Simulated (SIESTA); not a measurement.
Band structure of Bi2S3 (Pnma, 20 atoms in the cell).

```
Bi2S3
1.0
   11.59359     0.00000     0.00000
    0.00000     3.99779     0.00000
    0.00000     0.00000    11.16062
Bi S
8 12
Cartesian
  0.20347   0.99945   3.64216
 11.39012   2.99834   7.51846
  5.59333   2.99834   9.22247
  6.00026   0.99945   1.93815
  1.81405   2.99834   0.36428
  9.77954   0.99945  10.79634
  3.98275   0.99945   5.94459
  7.61084   2.99834   5.21603
  5.23787   2.99834   4.14338
  6.35572   0.99945   7.01724
  0.55893   0.99945   9.72369
 11.03466   2.99834   1.43693
  1.40978   2.99834   4.95029
 10.18381   0.99945   6.21033
  4.38701   0.99945  10.53060
  7.20658   2.99834   0.63002
  8.23887   0.99945   3.44484
  3.35472   2.99834   7.71578
  9.15152   2.99834   9.02515
  2.44207   0.99945   2.13547
```

Method of the run: GGA PBEsol, numerical atomic orbitals DZP, PseudoDojo PBEsol standard norm-conserving potentials (rewritten from UPF to PSML) in SIESTA.

Settings: XC.functional = GGA; XC.authors = PBEsol; potentials = PseudoDojo PBEsol standard; PAO.BasisSize = DZP; PAO.EnergyShift = 0.005 Ry; MeshCutoff = 300 Ry; kgrid.MonkhorstPack = 2 5 2; OccupationFunction = MP; OccupationMPOrder = 0; ElectronicTemperature = 232.09 K; MaxSCFIterations = 150; SCF.Mixer.Method = Pulay; SCF.Mixer.Weight = 0.25; SCF.Mixer.History = 6.

The starting cell comes from a database of computed structures (which also holds hypothetical and non-ambient phases and stackings), without a prior relaxation at this level. Spin-orbit coupling is off. Values carry the incompleteness of an atom-centred basis.

Task: Predict the gap along the standard path and the places of the band edges.

Result: The gap along the path is 1.29 eV, direct at a point between Y and Γ to within 0.01 eV.

Levels in eV from the top of the valence band on the path, bands 93 to 97:
```json
[
 {"point": "Γ", "93": "-0.22", "94": "-0.21", "95": "-0.17", "96": "-0.15", "97": "1.42"},
 {"point": "X", "93": "-0.50", "94": "-0.50", "95": "-0.28", "96": "-0.28", "97": "2.21"},
 {"point": "S", "93": "-0.56", "94": "-0.56", "95": "-0.42", "96": "-0.42", "97": "1.97"},
 {"point": "Y", "93": "-0.33", "94": "-0.33", "95": "-0.10", "96": "-0.10", "97": "1.41"},
 {"point": "Z", "93": "-0.31", "94": "-0.31", "95": "-0.01", "96": "-0.01", "97": "1.62"},
 {"point": "U", "93": "-0.37", "94": "-0.37", "95": "-0.37", "96": "-0.37", "97": "2.41"},
 {"point": "R", "93": "-0.63", "94": "-0.63", "95": "-0.63", "96": "-0.63", "97": "2.18"},
 {"point": "T", "93": "-0.23", "94": "-0.23", "95": "-0.20", "96": "-0.20", "97": "1.47"}
]
```

Higher empty bands are left out: an atom-centred basis made for the valence describes them poorly.
